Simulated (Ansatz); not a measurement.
The parent structure is BeTe in the zinc blende structure (space group F-43m, No. 216).

```
CELL_PARAMETERS angstrom
      0.00000     2.80217     2.80217
      2.80217     0.00000     2.80217
      2.80217     2.80217     0.00000
ATOMIC_POSITIONS crystal
  Be 0.00000 0.00000 0.00000
  Te 0.25000 0.25000 0.25000
```

Cartesian axes are those of the cell as printed.

All numbers come from Ansatz (a quantum-chemistry and plane-wave program), PBEsol, PAW, cutoff 420 eV, without spin-orbit coupling.

Before the change:

```
Property                        Result
-----------------------------  -------
Band gap                       1.84 eV
Shortest interatomic distance  2.427 Å
```

Now apply this change: tensor shear ε_xy = +0.29 % (engineering shear γ = 0.0058); the atoms relax in the strained cell.

Task: What does the calculation give for the band gap and shortest interatomic distance after the change?

Result: The band gap shrinks by 0.03 eV to 1.81 eV; the shortest interatomic distance shrinks by 0.0023 Å, from 2.427 Å to 2.424 Å.

Spin-orbit coupling, missing from the scalar runs, can matter with Te. Whether these cells are dynamically stable was not tested.
